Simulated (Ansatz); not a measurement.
**NbP (I4₁md, No. 109; start mp-9339): lattice parameter c by level of theory**

No measured value is used here.

```csv
level (code),value (Å)
LDA (Ansatz),11.228
PBE (Ansatz),11.426
PBEsol (Ansatz),11.287
PBE-D3(BJ) (Ansatz),11.250
r²SCAN (Ansatz),11.448
r²SCAN+rVV10 (Ansatz),11.412
```

LDA, PBE, PBEsol, PBE-D3(BJ), r²SCAN, r²SCAN+rVV10: the run has no spin polarisation, so it can have missed a magnetic state. LDA, PBE, PBEsol, PBE-D3(BJ), r²SCAN, r²SCAN+rVV10: the relaxation could not lower the start's symmetry, so the cell can be a saddle point above a distorted one. Cutoffs differ between the levels. Ansatz's density-functional and Hartree–Fock values are scalar-relativistic unless marked +SOC, with PAW data made under PBE.

A start named mp-… is a Materials Project structure, which can be a computed phase never made.

Ansatz is a program for electronic structure.
